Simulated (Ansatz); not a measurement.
# N on the 1x1 (111) surface of fcc Ni, ferromagnetic, one in a 2x2 cell, started at the site 'top Ni'

Computed with PBE (plane waves to 420 eV, PAW; Ansatz, an electronic-structure program).

Slab: 17 atoms, 6.0 Å thick at the start under the adsorbate (thin: gaps and levels are the slab's own); k 7x7x1, smearing 0.1 eV, dipole-corrected; 8 atoms held, the rest relaxed; held to the start's symmetry, so lower structures may exist; spin-polarised, no spin-orbit, no U, no dispersion correction. At the end it is bonded to Ni. In PBE this state lies 2.52 eV over the lowest of the starts that converged ('hollow Ni-Ni-Ni over Ni at depth 2.0 Å').

- adsorption energy against ½ N2(g) = 2.41 eV
- work function of the top face = 6.22 eV
- change of the work function = 1.14 eV
- change of the step from the bottom to the top vacuum level, against the clean slab = 1.15 eV
- energy released by relaxation = 0.98 eV
- height of the binding atom over the mean of the host atoms within 0.3 Å of the top one = 1.621 Å
- magnetic moment of the cell = 11.07 μB
- nearest host atoms of the binding atom = Ni at 1.62 Å, Ni at 2.97 Å, Ni at 2.97 Å
- largest move of a host atom = 0.03 Å
- cost = around 27 core-minutes (rough)

A negative adsorption energy means that the adsorbate is more stable on the surface than in its reference.
